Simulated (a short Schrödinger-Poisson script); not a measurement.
System: symmetric double-gate stack, SiO2 on p-type Si(111), at 400 K.

```tsv
layer	material	thickness (nm)	Na (cm⁻³)
1	SiO2	3.3	-
2	Si	2	1e15
3	SiO2	3.3	-
```

Constants are typed, rounded textbook-type inputs, not results; the design itself was drawn at random and stands for no fabricated device. SiO2: permittivity 3.9, conduction-band edge (eV) 3.15, gap (eV) 9, electron mass (mₑ) 0.5. Si: permittivity 11.7, conduction-band edge (eV) 0, gap (eV) 1.124, Nv at 300 K (cm⁻³) 3.1e19.

Channel valleys (confinement mass, in-plane density-of-states mass, number): Δ6 0.258, 0.358, 6. At the gates, both at one voltage, the conduction-band edge of layer 1 lies 3.52 eV − eVg above the Fermi level of the channel. Gaps are held at their typed values at every temperature. Mesh 0.03 nm at interfaces.

Solved with a short Schrödinger-Poisson script written for these runs: 1D Poisson equation in equilibrium, electrons classical, Boltzmann, parabolic valleys, classical holes, full ionisation, no traps, pinning or gate leakage.

The same stack at other levels of the model or other numerical settings:

| run | sheet density of all electrons at Vg = 2.55 V (cm⁻²) | sheet density of all electrons at Vg = 0.75 V (cm⁻²) | capacitance of both gates at Vg = 2.55 V (μF/cm²) | rough cost against the base |
|---|---|---|---|---|
| base | 2.73e13 | 5.03e12 | 2.03 | about 1 |
| electrons treated as classical, Fermi-Dirac | [?] | 4.94e12 | 1.97 | 3 |
| electrons treated as quantum, Hartree | [?] | [?] | 1.95 | 20 |
| mesh six times as coarse | 2.71e13 | 4.98e12 | 2.01 | about 1 |

Problem. Complete the blanks.

Solution. 
- electrons treated as classical, Fermi-Dirac, sheet density of all electrons at Vg = 2.55 V (cm⁻²): 2.67e13
- electrons treated as quantum, Hartree, sheet density of all electrons at Vg = 0.75 V (cm⁻²): 3.02e12
- electrons treated as quantum, Hartree, sheet density of all electrons at Vg = 2.55 V (cm⁻²): 2.44e13

The classical rows ignore confinement, and Boltzmann statistics overrate the density once the band edge passes the Fermi level.
